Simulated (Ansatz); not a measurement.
For AlB2-type YSi2, LDA (Ansatz, an electronic-structure program, plane waves, PAW) gives:

| Quantity | Value |
|---|---|
| lattice parameter a | 4.032 Å |
| c axis length | 3.866 Å |
| bulk modulus B0 | 95.1 GPa |
| cohesive energy | 5.80 eV/atom |

### Question
What does r²SCAN in Ansatz (PAW) give for the same quantities?

### Answer

- lattice constant a: 4.068 Å (grows by 0.9 %)
- lattice parameter c: 3.999 Å (grows by 3.4 %)
- bulk modulus: 89.4 GPa (decreases by 6.0 %)
- cohesive energy: 5.03 eV/atom (falls by 0.77 eV/atom)

Changes are worked out from the printed values.

Unless a cell is named, each level is at its own relaxed cell (LDA 18.14, r²SCAN 19.10 Å³/atom).

The crystal itself was run without spin with LDA, r²SCAN; a magnetic state was not tried in these runs.

Caveats: the bulk modulus is −V dP/dV from two relaxed cells at ±2 % in volume (LDA, r²SCAN); the relaxation could not lower the start's symmetry, so the cell can be a saddle point above a distorted one (LDA, r²SCAN). Ansatz's density-functional and Hartree–Fock values are scalar-relativistic unless marked +SOC, with PAW data made under PBE.
